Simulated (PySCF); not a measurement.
PySCF 2.14.0, PBE0/def2-svp: CB(C)O[SiH](F)F, 14 atoms. The geometry is a generated start, not checked to be a minimum at this level.

```yaml
task: energy and gradient
method: pbe0
basis: def2-svp
mol.max_memory: 7000 MB
mf.init_guess: minao (default)
mf.DIIS: CDIIS (default)
mf.diis_space: 8 (default)
mf.conv_tol: 1e-09 (default)
mf.grids.level: 3 (default)
basis functions (reference run): 137
grid points (reference run): 172728
```

```xyz
14

Si     2.3673     0.3587    -0.0432
F      2.7765     1.7874    -0.6184
F      2.9240    -0.6269    -1.1656
O      0.7909     0.2718     0.0326
B     -0.5135    -0.0241     0.0389
C     -0.9664    -1.5460     0.0894
C     -1.5770     1.1535     0.0223
H      2.9819     0.1072     1.2303
H     -0.3174    -2.1813    -0.5088
H     -1.9912    -1.6955    -0.2393
H     -0.9018    -1.9151     1.1122
H     -1.1177     2.1385     0.0059
H     -2.2297     1.0994     0.8917
H     -2.2259     1.0724    -0.8482
```

The reference run uses exact four-centre integrals. Single runs; times are not shown.

Settings tried, all else as in the reference:
- density fitting of J alone, exact K
- density fitting, auxbasis = autoaux
- density fitting
- density fitting, auxbasis = def2-universal-jfit

**Question.** Sort the settings: which keep to the reference within 1.0 meV/atom in energy, 10 meV/Å in forces (largest component), and which don't?

**Answer.** Within it: density fitting, auxbasis = autoaux; density fitting; density fitting of J alone, exact K. Outside: density fitting, auxbasis = def2-universal-jfit.

```csv
setting,energy against the reference,difference in forces (largest component)
"density fitting, auxbasis = autoaux",+0.077 meV/atom,1.6 meV/Å
density fitting,−0.093 meV/atom,2.2 meV/Å
"density fitting of J alone, exact K",−0.29 meV/atom,2.2 meV/Å
"density fitting, auxbasis = def2-universal-jfit",+770 meV/atom,870 meV/Å
```

Total energies are compared; such shifts often cancel in part in energy differences. def2-universal-jfit is made for Coulomb alone and misses functions that exchange needs. Also tried and not ranked: density fitting, auxbasis = def2-universal-jkfit (same energy as a listed run); COSX exchange (sgx_fit, pjs) with fitted J, mf.with_df.grids_level_i = 1, mf.with_df.grids_level_f = 1 (gradient came out as NaN); COSX exchange (sgx_fit, pjs) with fitted J, mf.with_df.grids_level_i = 1, mf.with_df.grids_level_f = 2 (default) (gradient came out as NaN); COSX exchange (sgx_fit, pjs) with fitted J, mf.with_df.grids_level_i = 1, mf.with_df.grids_level_f = 3 (gradient came out as NaN); COSX exchange (sgx_fit, pjs) with fitted J, mf.with_df.grids_level_i = 1, mf.with_df.grids_level_f = 4 (gradient came out as NaN). The tolerance is a choice made for this comparison.
